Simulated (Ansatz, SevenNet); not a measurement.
Lattice constant a of L1₂ (Cu3Au-type) Ni₃Si: levels of theory against measurement

Reference value: 3.510 Å (measured, temperature not stated, no zero-point or thermal correction; as tabulated in Metallic Nickel Silicides: Experiments and Theory for NiSi and First Principles …).

What do SevenNet-l3i5, LDA, PBE, PBEsol, PBE-D4, rVV10, r²SCAN, HSE06, PBE0 give, and how far is each from the reference?


```tsv
level (code)	value (Å)	difference (%)
SevenNet-l3i5 (SevenNet)	3.497	-0.37
LDA (Ansatz)	3.428	-2.34
PBE (Ansatz)	3.506	-0.11
PBEsol (Ansatz)	3.461	-1.40
PBE-D4 (Ansatz)	3.470	-1.14
rVV10 (Ansatz)	3.521	+0.31
r²SCAN (Ansatz)	3.465	-1.28
HSE06 (Ansatz)	3.461	-1.40
PBE0 (Ansatz)	3.459	-1.45
```

The reference's temperature isn't stated, so close values are not ranked against it. Off by more than 1.25 % (a bound picked here): LDA (-2.34 %), PBEsol (-1.40 %), r²SCAN (-1.28 %), HSE06 (-1.40 %), PBE0 (-1.45 %).

The reference has no zero-point or thermal correction, while the calculations are for a static lattice, so the differences are not the levels' errors alone. A static lattice is as a rule a little smaller than the measured one. The crystal itself was run without spin with LDA, PBE, PBEsol, PBE-D4, rVV10, r²SCAN, HSE06, PBE0. HSE06: hybrids on metals are sensitive to the k mesh and can open a false gap. PBE0: the run has no spin polarisation, so it can have missed a magnetic state. Cutoffs and k meshes differ between the levels. Ansatz's density-functional and Hartree–Fock values are scalar-relativistic unless marked +SOC, with PAW data made under PBE.

Machine-learned potentials (SevenNet-l3i5) are trained on DFT data, which may include these solids.

Differences are worked out from the printed values.

Ansatz is a program for electronic structure.
